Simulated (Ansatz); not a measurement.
System: CdS (model structure, started from the BN type, Pm-3n, No. 223, 12 atoms in the cell). Method: LDA (PAW; Ansatz, a first-principles code).

Run with plane-wave cutoff 520 eV, 6×6×6 k mesh, Fermi–Dirac smearing 0.01 eV, scalar-relativistic PAW data made under PBE.

Cell (relaxed at this level):

```yaml
crystal:
  lattice:
    - [7.08350, 0.00000, 0.00000]
    - [0.00000, 7.08350, 0.00000]
    - [0.00000, 0.00000, 7.08350]
  atoms:
    - { symbol: Cd, position: [0.25000, 0.00000, 0.50000] }
    - { symbol: Cd, position: [0.50000, 0.25000, 0.00000] }
    - { symbol: Cd, position: [0.50000, 0.75000, 0.00000] }
    - { symbol: Cd, position: [0.75000, 0.00000, 0.50000] }
    - { symbol: Cd, position: [0.00000, 0.50000, 0.75000] }
    - { symbol: Cd, position: [0.00000, 0.50000, 0.25000] }
    - { symbol: S, position: [0.25000, 0.50000, 0.00000] }
    - { symbol: S, position: [0.00000, 0.25000, 0.50000] }
    - { symbol: S, position: [0.00000, 0.75000, 0.50000] }
    - { symbol: S, position: [0.75000, 0.50000, 0.00000] }
    - { symbol: S, position: [0.50000, 0.00000, 0.75000] }
    - { symbol: S, position: [0.50000, 0.00000, 0.25000] }
```

### Question
Estimate the band gap that the calculation returns.

### Answer

* **band gap**: 1.19 eV

Note: the relaxation could raise the start's symmetry but not lower it, so the cell can be a saddle point.

Spin–orbit coupling is not included.

Static lattice: no zero-point or thermal effects.

A model structure was made by putting elements into a prototype or built by hand; it is no filed structure, need not be a known phase, and can be a saddle point held by its symmetry.
